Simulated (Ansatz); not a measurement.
This Ansatz (a first-principles code) input is the reference run, HfSi2 (space group Cmcm, No. 63), computed with PBEsol, PAW, 420 eV (Ansatz; without spin-orbit coupling):

Ansatz 0.2 input:
```yaml
crystal:
  lattice:
    - [1.8251338498, -7.1748336515, 0]
    - [1.8251338498, 7.1748336515, 0]
    - [0, 0, 3.6352253599]
  atoms:
    - { symbol: Si, position: [0.9447623654, 0.0552376346, 0.75] }
    - { symbol: Si, position: [0.0552376346, 0.9447623654, 0.25] }
    - { symbol: Si, position: [0.2498628985, 0.7501371015, 0.75] }
    - { symbol: Si, position: [0.7501371015, 0.2498628985, 0.25] }
    - { symbol: Hf, position: [0.6047383434, 0.3952616566, 0.75] }
    - { symbol: Hf, position: [0.3952616566, 0.6047383434, 0.25] }
basis: { ecutwfc: 420, ecutrho_ratio: 4, xc_grid: 2, fft_grid_basis: typed }
kpoints: { mp_grid: { grid: [13, 13, 13] } }
hamiltonian:
  xc: pbesol
  dispersion: none
  pseudopotentials: { kind: paw }
scf: { occupations: { method: fermi_dirac, width: 0.05 }, convergence: { dr2_threshold: 0.0000000006 } }
output: { forces: true, stress: true }
checkpoint: { write: state.ck, write_every: 1000 }
```

Problem. Write the input for this change: the cell is stretched by 1.77 % along z with no lateral relaxation; the atoms relax in the strained cell.

Solution. 
Ansatz 0.2 input:
```yaml
crystal:
  lattice:
    - [1.8251338498, -7.1748336515, 0]
    - [1.8251338498, 7.1748336515, 0]
    - [0, 0, 3.6995688488]
  atoms:
    - { symbol: Si, position: [0.9447623654, 0.0552376346, 0.75] }
    - { symbol: Si, position: [0.0552376346, 0.9447623654, 0.25] }
    - { symbol: Si, position: [0.2498628985, 0.7501371015, 0.75] }
    - { symbol: Si, position: [0.7501371015, 0.2498628985, 0.25] }
    - { symbol: Hf, position: [0.6047383434, 0.3952616566, 0.75] }
    - { symbol: Hf, position: [0.3952616566, 0.6047383434, 0.25] }
basis: { ecutwfc: 420, ecutrho_ratio: 4, xc_grid: 2, fft_grid_basis: typed }
kpoints: { mp_grid: { grid: [13, 13, 13] } }
hamiltonian:
  xc: pbesol
  dispersion: none
  pseudopotentials: { kind: paw }
scf: { occupations: { method: fermi_dirac, width: 0.05 }, convergence: { dr2_threshold: 0.0000000006 } }
relax: { f_tol: 0.005, max_steps: 50 }
output: { forces: true, stress: true }
checkpoint: { write: state.ck, write_every: 1000 }
```
This is the input that was run.

Whether these cells are dynamically stable was not tested. All final runs are without spin polarisation.
